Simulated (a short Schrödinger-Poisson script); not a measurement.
Structure: gated Al0.33Ga0.67N/GaN polarisation-induced gas, at 300 K.

| layer | material | thickness (nm) | Na (cm⁻³) |
|---|---|---|---|
| 1 | Al0.33Ga0.67N | 15 | - |
| 2 | GaN | 6000 | 7e15 |

The device is made up for the run: typed textbook-type constants, with dimensions and the other settings drawn at random. Al0.33Ga0.67N: permittivity 9.3, conduction-band edge (eV) 0.462, gap (eV) 4.09, electron mass (mₑ) 0.24, Nv at 300 K (cm⁻³) 4.6e19. GaN: permittivity 9.5, conduction-band edge (eV) 0, gap (eV) 3.43, Nv at 300 K (cm⁻³) 4.6e19.

Channel valleys (confinement mass, in-plane density-of-states mass, number): Γ 0.2, 0.2, 1. At the gate the conduction-band edge of layer 1 lies 1.27 eV − eVg above the Fermi level of the channel; the field vanishes at the back. Sheet of polarisation charge: +1.6e13 e/cm² at 15 nm from the gate. The barrier under the gate holds no holes. Gaps are held at their typed values at every temperature. Mesh 0.08 nm at interfaces.

Solved with a short Schrödinger-Poisson script written for these runs: 1D Poisson equation in equilibrium, electrons quantum, Hartree (BenDaniel-Duke, 40 states a valley, the channel's in-plane mass for all, wave functions free to enter the barrier), parabolic valleys, classical holes, full ionisation, no traps, pinning or gate leakage.

The same stack at other levels of the model or other numerical settings:

```csv
run,sheet density of all electrons at Vg = 0.5 V (cm⁻²),sheet density of all electrons at Vg = -2.5 V (cm⁻²),capacitance at Vg = 0.5 V (μF/cm²),centroid of the channel electrons at Vg = 0.5 V (nm),rough cost against the base
base,1.30e13,3.53e12,0.522,1.72,about 1
"electrons treated as classical, Boltzmann",1.39e13,3.87e12,?,0.58,0.02
"electrons treated as classical, Fermi-Dirac",1.31e13,3.66e12,0.509,?,0.1
"electrons treated as quantum, Hartree plus LDA exchange-correlation",1.32e13,3.63e12,0.524,1.58,2
mesh six times as coarse,1.30e13,3.53e12,0.523,?,0.3
one subband a valley,1.30e13,3.51e12,0.518,1.37,0.4
```

Complete the blanks.


- mesh six times as coarse, centroid of the channel electrons at Vg = 0.5 V (nm): 1.66
- electrons treated as classical, Fermi-Dirac, centroid of the channel electrons at Vg = 0.5 V (nm): 1.50
- electrons treated as classical, Boltzmann, capacitance at Vg = 0.5 V (μF/cm²): 0.541

The classical rows ignore confinement, and Boltzmann statistics overrate the density once the band edge passes the Fermi level.
